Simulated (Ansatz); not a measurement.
# Step by step: formation energy of Sn_Cu in Cu (fcc, Fm-3m)

This concerns the formation energy of Sn_Cu in Cu (fcc, Fm-3m). Reaction: Sn (white tin) + 63 Cu (fcc) → cell A.

A: a supercell of 64 sites of Cu (fcc, Fm-3m) with Sn on a Cu site (12 Cu at 2.65 Å); spin state with PBE: run without spin.

Method: Ansatz (a first-principles code), PAW, neutral cells at 0 K with nuclei at rest, on structures from PBE. Ansatz runs with its default PAW set. Other levels take these structures. The lattices are those relaxed with PBE, so at other levels the solids can be strained, which adds to the spread. Larger cells are relaxed from a start prepared with the learned potential CHGNet, on a coarser mesh till forces fall under 0.03 eV/Å, which some starts already meet. A dispersion term (D3(BJ), or D4 for r2SCAN) was computed beside these levels and is taken off wherever the name lacks it. Spin-orbit coupling is left out. Mesh and cell size may move defect energies by 0.1 eV or more. Cell A has symmetry Fm-3m within 0.02 Å and got no random move, so less symmetric positions, which may lie lower, weren't tried.

Total energies of the cells in eV, at zero smearing width. They compare only within one column; the weights balance every element.

```
cell            atoms  weight         r2SCAN      r2SCAN+D4
--------------  -----  ------  -------------  -------------
A: Cu:Sn_Cu        64      +1  -423805.82539  -423818.16493
Sn (white tin)      2    −1/2   -12077.02258   -12077.28867
Cu (fcc)           64  −63/64  -424398.58055  -424410.84121
```

r2SCAN: (-423805.82539) − 1/2 × (-12077.02258) − 63/64 × (-424398.58055) = 0.039 eV.

r2SCAN+D4: (-423818.16493) − 1/2 × (-12077.28867) − 63/64 × (-424410.84121) = -0.099 eV.
